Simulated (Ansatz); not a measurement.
MnNi3 (Pm-3m, No. 221, 4 atoms in the cell; start COD 1523338), treated with LDA (Ansatz, a quantum-chemistry and plane-wave program, plane waves, PAW).

Settings: plane-wave cutoff 520 eV, 16×16×16 k mesh, Fermi–Dirac smearing 0.05 eV, spin-polarised with parallel moments, scalar-relativistic PAW data made under PBE.

Cell (relaxed at this level):

```
CELL_PARAMETERS angstrom
      3.45625     0.00000     0.00000
      0.00000     3.45625     0.00000
      0.00000     0.00000     3.45625
ATOMIC_POSITIONS crystal
  Ni 0.00000 0.50000 0.50000
  Ni 0.50000 0.00000 0.50000
  Ni 0.50000 0.50000 0.00000
  Mn 0.00000 0.00000 0.00000
```
Starting moments (μB, in the order of the record's atoms Ni Ni Ni Mn): 2.0 2.0 2.0 4.0.

Problem. Estimate the bulk modulus that the calculation returns.

Solution. 
* **bulk modulus**: 235 GPa

The run finds no gap.

Note: the magnetic order was assumed, not searched for or taken from measurement; the bulk modulus is −V dP/dV from two relaxed cells at ±2 % in volume; the relaxation could not lower the start's symmetry, so the cell can be a saddle point above a distorted one.
